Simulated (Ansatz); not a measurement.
The starting structures come from a database of crystals and need not be the phases stable at ambient conditions.

 Where the default PAW files enter, the runs use the earlier of Ansatz's two default sets.

The decay constant κ of evanescent states in the gap governs leakage through a thin film.

Given:

```yaml
crystal:
  lattice:
    - [5.16293, 0.00000, 0.00000]
    - [0.53846, 7.08814, 0.00000]
    - [-2.31224, 3.54407, 2.44314]
  atoms:
    - { symbol: Li, position: [0.00000, 0.50000, 0.00000] }
    - { symbol: As, position: [0.00000, 0.00000, 0.00000] }
    - { symbol: F, position: [0.12079, 0.11190, 0.65887] }
    - { symbol: F, position: [0.87921, 0.88810, 0.34113] }
    - { symbol: F, position: [0.46192, 0.77077, 0.57925] }
    - { symbol: F, position: [0.53808, 0.22923, 0.42075] }
    - { symbol: F, position: [0.88267, 0.35002, 0.76188] }
    - { symbol: F, position: [0.11733, 0.64998, 0.23812] }
```

Space group of this cell: R-3. The cell is taken as given.

Transport runs along the normal of the first two printed cell vectors, the (110) plane of the conventional cell.

The gap is the functional's own, uncorrected, and κ follows it; spin-orbit coupling is left out. Mid-gap values are interpolated between the computed energies.

Problem. Give the band gap and the smallest decay constant κ at mid-gap that r2SCAN (Ansatz, a first-principles code) yields.

Solution. Gap 6.64 eV on a 12×12×12 mesh; κ = 0.598 1/Å, at the zone centre.
